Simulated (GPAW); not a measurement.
Band structure of MgB₂ (P6/mmm, 3 atoms in the cell).

```
CELL_PARAMETERS angstrom
      2.99722     0.00000     0.00000
     -1.49861     2.59567     0.00000
      0.00000     0.00000     3.44552
ATOMIC_POSITIONS crystal
  Mg 0.00000 0.00000 0.00000
  B  0.66667 0.33333 0.50000
  B  0.33333 0.66667 0.50000
```

Method: PBE, GPAW PAW datasets PBE (gpaw-data 1.0.1) (plane waves; GPAW).

Settings: mode = pw; ecut = 900 eV; xc = PBE; kpts = 13 13 10; mesh shift (steps) = 0 0 0; occupations.name = fermi-dirac; occupations.width = 0.1 eV; nbands = -7; symmetry.symmorphic = false; symmetry.tolerance = 0.0005; maxiter = 100; bandpath_npoints = 40.

The starting cell comes from a database of computed structures (which also holds hypothetical and non-ambient phases and stackings), without a prior relaxation at this level. Its lattice was rescaled by a random factor within 2.5 % of one.

Levels in eV from the Fermi level, bands 5 to 12:
```tsv
point	5	6	7	8	9	10	11	12
Γ	-12.88	-3.14	0.47	0.47	1.78	6.75	6.75	9.09
M	-8.73	-8.13	-2.23	0.17	3.25	4.15	5.66	7.88
K	-7.42	-7.42	-6.15	1.86	1.86	6.49	6.49	9.29
A	-11.50	-7.79	0.87	0.87	7.03	7.03	8.54	10.50
L	-7.71	-7.18	-3.72	-1.95	-1.30	6.32	9.51	9.60
H	-6.48	-6.48	-5.47	-2.09	-2.09	4.04	12.40	12.87
```

Bands cross the Fermi level along this path, so the cell is metallic at this level.
